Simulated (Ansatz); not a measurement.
**Sr4N2O (model structure, started from the Ca4P2O type, I4/mmm, No. 139, 7 atoms in the cell)**

Computed with LDA in Ansatz (plane waves, PAW).

Settings: plane-wave cutoff 520 eV, 16×16×16 k mesh, Fermi–Dirac smearing 0.05 eV, scalar-relativistic PAW data made under PBE.

Cell (relaxed at this level):

Sr$_{4}$N$_{2}$O is taken in the tetragonal space group I4/mmm (No. 139), Pearson symbol tI14. Conventional cell: a = b = 4.5732 Å, c = 13.4644 Å, α = β = γ = 90.00°. Sr1 on 4e sees 1 N at 2.411 Å and 4 N at 3.341 Å and 1 O at 2.581 Å. Sr2 on 4c sees 2 O at 2.287 Å and 4 N at 2.874 Å (octahedral). N on 4e has 1 Sr at 2.411 Å and 4 Sr at 2.874 Å and 4 Sr at 3.341 Å. O on 2a has 4 Sr at 2.287 Å and 2 Sr at 2.581 Å (octahedral). (Neighbours: up to the widest gap in distance over summed covalent radii, below 1.35, at either atom; cation-cation and far metal-metal contacts left out.)
(The calculation used a cell of 7 atoms; values per cell refer to that cell.)

```yaml
band_gap: 0.03 eV (under three smearing widths, so not firm)
smallest_direct_gap_on_the_k_points_sampled: 0.05 eV (under three smearing widths, so not firm)
bulk modulus B0: 70.0 GPa
```

Note: the bulk modulus is −V dP/dV from two relaxed cells at ±2 % in volume; the relaxation could raise the start's symmetry but not lower it, so the cell can be a saddle point.

Spin–orbit coupling is not included; it can close the smallest gap of 0.03 eV.

Static lattice: no zero-point or thermal effects.

The result took around 15 core-minutes (rough).

A model structure was made by putting elements into a prototype or built by hand; it is no filed structure, need not be a known phase, and can be a saddle point held by its symmetry.

Ansatz is a quantum-chemistry and plane-wave program.
